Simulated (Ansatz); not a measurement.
TaN (P-6m2, No. 187, 2 atoms in the cell; start COD 1538016; the formula has other measured phases)

Method: PBEsol (Ansatz, a first-principles code, PAW).

Numerical settings: plane-wave cutoff 520 eV, 24×24×20 k mesh (along the axes of the cell as run), Fermi–Dirac smearing 0.05 eV, scalar-relativistic PAW data made under PBE.

Cell (relaxed at this level):

```
TaN
1.0
    2.92388     0.00000     0.00000
   -1.46194     2.53215     0.00000
    0.00000     0.00000     2.87048
N Ta
1 1
Direct
  0.00000   0.00000   0.00000
  0.33333   0.66667   0.50000
```

band gap: none
bulk modulus B0: 363 GPa

Note: the relaxation could not lower the start's symmetry, so the cell can be a saddle point above a distorted one; the bulk modulus is −V dP/dV from two relaxed cells at ±2 % in volume.

Spin–orbit coupling is not included; it can open a gap where bands touch, and shift volumes and moduli.

Static lattice: no zero-point or thermal effects.
